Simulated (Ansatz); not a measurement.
Data:

```
BeSe
1.0
    3.66512     0.00000     0.00000
    0.00000     3.66512     0.00000
    1.83256    -1.83256     2.49811
Be Se
1 1
Direct
  0.00000   0.00000   0.00000
  0.75000   0.75000   0.50000
```

No spin polarisation.

The values are results of LDA (Ansatz, a first-principles code, PAW, no spin-orbit coupling), not measurements. k-mesh 11×11×11 (Γ-centred); smearing 0.05 eV (Fermi–Dirac).

Q: What is the computed gap character?

A: Indirect, Γ → M.

Q: What mean in-plane stress (compression positive) does the calculation give?

A: -2.8 GPa.

Q: Estimate the space group.

A: I-4m2 (No. 119).

Q: Estimate the valence-band top at Γ (three highest levels, from the VBM).

A: 0.00, -0.19, -0.19 eV.

The cells carry an imposed strain or load. No phonon test of stability was made. The cell was made from BeSe in the zinc blende structure (space group F-43m, No. 216) by this change: biaxial strain +2.00 %, plane normal [001], relaxed out of plane.
